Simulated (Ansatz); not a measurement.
The starting structures come from a database of crystals and need not be the phases stable at ambient conditions.

Inside the gap of an insulator the Bloch states are evanescent, with a wavenumber k + iκ along the transport direction.

Input:

```
CELL_PARAMETERS angstrom
      5.51816     0.00000     0.00000
      2.75908     6.32505     0.00000
      2.75908     0.00000     2.75908
ATOMIC_POSITIONS crystal
  Ba 0.00000 0.00000 0.00000
  Cu 0.75000 0.50000 0.50000
  Cu 0.25000 0.50000 0.50000
  S  0.64101 0.71798 0.00000
  S  0.35899 0.28202 0.00000
```

Space group of this cell: I4/mmm. The cell is taken as given.

Transport runs along the normal of the first two printed cell vectors, the (110) plane of the conventional cell.

The gap is the functional's own. No spin-orbit coupling. Mid-gap values are interpolated on the energy grid.

### Question
Give the band gap and the smallest decay constant κ at mid-gap that r2SCAN (Ansatz, a program for electronic structure) yields.

### Answer
Gap 0.74 eV on a 12×12×12 mesh; κ = 0.107 1/Å, at the zone centre.
